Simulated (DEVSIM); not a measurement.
Device: Co/SiON/n-GaAs capacitor, at 300 K.

```csv
layer (left to right),material,thickness (nm),Nd (cm⁻³)
1,SiON,6.70,-
2,GaAs,7400,7.5e15
```

Metal gate on the left, work function 5 eV. Fixed charge at the semiconductor interface 2.8e11 cm⁻² (in units of +e); interface traps 3e11 cm⁻² eV⁻¹, uniform in energy, neutral level at 0.7 of the gap above the valence band.

This is a model device: material constants are rounded textbook-type values typed into the input, and sizes, dopings and lifetimes were drawn at random. Values at 300 K.

| parameter | SiON | GaAs |
|---|---|---|
| gap (eV) | 7 | 1.424 |
| affinity (eV) | 1.4 | 4.07 |
| permittivity | 5.5 | 12.9 |
| Nc (cm⁻³) | - | 4.7e17 |
| Nv (cm⁻³) | - | 9e18 |

Model (solved in DEVSIM): 1D Poisson equation in equilibrium, Boltzmann statistics, complete ionisation; no quantum confinement or tunnelling. Metal contacts follow the ideal Schottky-Mott rule: no Fermi-level pinning, no interface dipoles.

Tabulate band edges, carrier densities and field at 0.0 V on the gate.

Energies count from the Fermi level of the right contact; mesh points crowd at the junctions.

```csv
x (μm),Ec (eV),Ev (eV),n (cm⁻³),p (cm⁻³),field (V/cm)
0.000,3.600,-3.400,< 1e2,< 1e2,-210000
0.001317,3.572,-3.428,< 1e2,< 1e2,-210000
0.003571,3.523,-3.477,< 1e2,< 1e2,-210000
0.005651,3.479,-3.521,< 1e2,< 1e2,-210000
0.007282,0.784,-0.640,31000,1.6e8,-37000
0.009606,0.776,-0.648,44000,1.2e8,-37000
0.01503,0.756,-0.668,94000,5.4e7,-36000
0.03457,0.687,-0.737,1300000,3800000,-34000
0.07328,0.563,-0.861,1.6e8,31000,-30000
0.1636,0.334,-1.090,1.1e12,< 1e2,-21000
0.3743,0.119,-1.305,4.8e15,< 1e2,-2200
1.134,0.107,-1.317,7.5e15,< 1e2,≈ 0
2.638,0.107,-1.317,7.5e15,< 1e2,≈ 0
5.105,0.107,-1.317,7.5e15,< 1e2,≈ 0
6.680,0.107,-1.317,7.5e15,< 1e2,≈ 0
7.096,0.107,-1.317,7.5e15,< 1e2,≈ 0
7.274,0.107,-1.317,7.5e15,< 1e2,≈ 0
7.351,0.107,-1.317,7.5e15,< 1e2,≈ 0
7.389,0.107,-1.317,7.5e15,< 1e2,≈ 0
7.400,0.107,-1.317,7.5e15,< 1e2,≈ 0
7.404,0.107,-1.317,7.5e15,< 1e2,≈ 0
7.407,0.107,-1.317,7.5e15,< 1e2,≈ 0
```
